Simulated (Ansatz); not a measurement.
For fluorite HfO2 (high-temperature phase), LDA in Ansatz (PAW) gives:

| Quantity | Result |
|---|---|
| lattice parameter a | 5.001 Å |
| bulk modulus | 283 GPa |
| band gap | 3.67 eV |

Problem. What does r²SCAN+SOC in Ansatz (plane waves, PAW) give for the same quantities?

Solution. 
- lattice constant a: 5.057 Å (increases by 1.1 %)
- bulk modulus: 271 GPa (falls by 4.2 %)
- band gap: 4.31 eV (increases by 0.64 eV)

For comparison: bulk modulus 242 ± 16 GPa (measured, room temperature, not corrected to a static lattice, nanocrystalline cubic HfO2, second-order Birch-Murnaghan; as tabulated in High-pressure structural stability, equation of state, and thermal expansion …).

Changes are worked out from the printed values.

Unless a cell is named, each level is at its own relaxed cell (LDA 10.42, r²SCAN+SOC 10.78 Å³/atom).

Levels without +SOC leave out spin–orbit coupling, which shifts energies and cells of such heavy elements.

Levels without +SOC have no spin–orbit coupling; where heavier elements are present it shifts gaps, mostly down, and can invert bands. Density-functional gaps are differences of (generalised) Kohn–Sham levels.

Caveats: symmetry holds this phase in the static calculation, where it need not be a minimum (LDA, r²SCAN+SOC). Ansatz's density-functional and Hartree–Fock values are scalar-relativistic unless marked +SOC, with PAW data made under PBE.

Ansatz is an electronic-structure program.
